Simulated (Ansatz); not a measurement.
# Pressure series in SnO2

The parent structure is SnO₂ in the rutile structure (space group P4_2/mnm, No. 136; a = 4.769 Å, c = 3.212 Å).

Cell and atoms are relaxed at each pressure.

All numbers come from PBEsol (Ansatz, a program for electronic structure; PAW; 420 eV plane waves; spin-orbit coupling left out).

Candidates:
(a) pressure 0.7 GPa
(b) pressure 0.3 GPa
(c) pressure −2 GPa

Before the change:

The band gap is 0.92 eV.

Order them by band gap, highest first.

(a) pressure 0.7 GPa (0.96 eV), (b) pressure 0.3 GPa (0.94 eV), (c) pressure −2 GPa (0.81 eV)

Load acts through the strain it causes; cell and atoms are relaxed under it. Whether these cells are dynamically stable was not tested. The base started in Imma and relaxed to P4_2/mnm at this level.
